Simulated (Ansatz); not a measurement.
An Ansatz (a first-principles code) input (Kohn–Sham DFT with the PBEsol functional, run in Ansatz with PAW and 420 eV plane waves, without spin-orbit coupling):

Ansatz 0.2 input:
```yaml
crystal:
  lattice:
    - [0, 2.3628537622, 2.3628537622]
    - [2.3628537622, 0, 2.3628537622]
    - [2.3628537622, 2.3628537622, 0]
  atoms:
    - { symbol: F, position: [0, 0, 0] }
    - { symbol: Ta, position: [0.5, 0.5, 0.5] }
basis: { ecutwfc: 420, ecutrho_ratio: 4, xc_grid: 2, fft_grid_basis: typed }
kpoints: { mp_grid: { grid: [17, 17, 17] } }
hamiltonian:
  xc: pbesol
  dispersion: none
  pseudopotentials: { kind: paw }
scf: { occupations: { method: fermi_dirac, width: 0.05 }, convergence: { dr2_threshold: 0.0000000002 } }
output: { forces: true, stress: true }
checkpoint: { write: state.ck, write_every: 1000 }
```

Task: Which symmetry and how many k-points will the program report, and about how many plane waves at Γ?

Result: Space group Fm-3m (ITA 225) with 48 operations, k-points 165 of 4913, and 531 plane waves at Γ.

No phonon test of stability was made. No Hubbard U is applied, and correlation can decide whether such a compound is a metal. All final runs are without spin polarisation. The cell was made from TaN by this change: N → F; the result is a hypothetical phase, not in the database extracts checked. TaF has a high density of states at the Fermi level and may be magnetic at this level.
